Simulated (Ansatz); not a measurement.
Formation energy of the localised charge states of Cu interstitial in alpha quartz (start: void with 4O nearest, no. 2; 243-site cell, Γ-point sampling) against the Fermi level, O-rich (Δμ(Cu) = -1.14 eV, bounded by CuO (C2/c); only phases computed here count, gases as isolated molecules at 0 K). Computed with PBE, PAW (plane waves to 420 eV; Ansatz, a quantum-chemistry and plane-wave program).

Charges with a result: +2, +1, 0. Others weren't obtained, and one of them could lie lower, also by skipping a charge.

Cell and caveats: 243-site cell; Γ-point k-points; host gap 5.68 eV; charged states image-corrected; no Hubbard U; finite-size errors of tenths of an eV; flagged in the runs: a host whose relaxation on this sampling wasn't shown to rest, a strain field that reaches the edge of the cell, zone-centre sampling.

Left out: charge +2 (level within 0.1 eV of a band edge or past it).

| E_F − E_VBM (eV) | q = +1 | q = 0 |
|---|---|---|
| 0.00 | 0.84 | 5.69 |
| 0.71 | 1.55 | 5.69 |
| 1.42 | 2.26 | 5.69 |
| 2.13 | 2.97 | 5.69 |
| 2.84 | 3.68 | 5.69 |
| 3.55 | 4.39 | 5.69 |
| 4.26 | 5.10 | 5.69 |
| 4.97 | 5.81 | 5.69 |
| 5.68 | 6.52 | 5.69 |

Crossings of the lowest lines: (+1/0) at 4.84 eV.
